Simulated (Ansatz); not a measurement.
For WTe2 (model structure, started from the CdCl2 type, R-3m, No. 166, 3 atoms in the cell), PBEsol in Ansatz (plane waves, PAW) gives:

- equilibrium lattice constant a: 3.448 Å
- c axis length: 20.895 Å

**Question.** What does PBE-D3(BJ) in Ansatz (PAW) give for the same quantities?

**Answer.** 
- lattice constant a: 3.452 Å (goes up by 0.1 %)
- lattice parameter c: 20.566 Å (drops by 1.6 %)

Changes are worked out from the printed values.

Unless a cell is named, each level is at its own relaxed cell (PBEsol 23.91, PBE-D3(BJ) 23.58 Å³/atom).

Levels without +SOC leave out spin–orbit coupling, which shifts energies and cells of such heavy elements.

Caveats: a distance lies near a switch of the dispersion term, which can move the cell (PBE-D3(BJ)). Ansatz's density-functional and Hartree–Fock values are scalar-relativistic unless marked +SOC, with PAW data made under PBE.

A model structure was made by putting elements into a prototype or built by hand; it is no filed structure, need not be a known phase, and can be a saddle point held by its symmetry.

Ansatz is a program for electronic structure.
